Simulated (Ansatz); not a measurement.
For YC₂ (I4/mmm, No. 139, 3 atoms in the cell; start mp-313), LDA (plane waves, PAW; Ansatz, a first-principles code) gives:

```
Item                       Value
------------------  ------------
lattice constant a       3.590 Å
c axis length            6.112 Å
bulk modulus             127 GPa
cohesive energy     7.83 eV/atom
```

**Question.** What does r²SCAN in Ansatz (PAW) give for the same quantities?

**Answer.** 
- lattice constant a: 3.676 Å (rises by 2.4 %)
- lattice parameter c: 6.185 Å (rises by 1.2 %)
- bulk modulus: 114 GPa (drops by 10 %)
- cohesive energy: 6.81 eV/atom (decreases by 1.02 eV/atom)

Changes are worked out from the printed values.

Unless a cell is named, each level is at its own relaxed cell (LDA 13.13, r²SCAN 13.93 Å³/atom).

Caveats: the bulk modulus is −V dP/dV from two relaxed cells at ±2 % in volume (LDA, r²SCAN); the relaxation could not lower the start's symmetry, so the cell can be a saddle point above a distorted one (LDA, r²SCAN). Ansatz's density-functional and Hartree–Fock values are scalar-relativistic unless marked +SOC, with PAW data made under PBE.

A start named mp-… is a Materials Project structure, which need not be a measured phase.
